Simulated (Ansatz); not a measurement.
The reference is BN in the zinc blende structure (space group F-43m, No. 216; a = 3.581 Å). Axes: x, y, z lie along the cube axes.

Level of theory: Ansatz (a first-principles code), LDA, PAW, cutoff 420 eV, no spin-orbit coupling.

Strains are applied to the cell and any free atomic positions relax; under biaxial strain the out-of-plane vector relaxes too.

One change was made to it. Results:

The smallest direct gap decreases by 0.10 eV, from 8.83 eV to 8.73 eV; the valence-band top at Γ (three highest levels, from the VBM) changes from 0.00, 0.00, 0.00 eV to 0.00, -0.03, -0.03 eV; the pressure (mean of the normal stresses, compression positive) shrinks by 3.037 GPa to -3.04 GPa.

### Question
Which change produced these results?
A) biaxial strain +0.42 %, plane normal [111], relaxed out of plane
B) biaxial strain −2.08 %, plane normal [111], relaxed out of plane
C) biaxial strain +0.83 %, plane normal [111], relaxed out of plane
D) biaxial strain −1.67 %, plane normal [111], relaxed out of plane

### Answer
A, biaxial strain +0.42 %, plane normal [111], relaxed out of plane. For comparison, the valence-band top at Γ in the other runs: biaxial strain −1.67 %, plane normal [111], relaxed out of plane gives 0.00, 0.00, -0.15 eV; biaxial strain −2.08 %, plane normal [111], relaxed out of plane gives 0.00, 0.00, -0.20 eV; biaxial strain +0.83 %, plane normal [111], relaxed out of plane gives 0.00, -0.05, -0.05 eV.

No phonon test of stability was made.
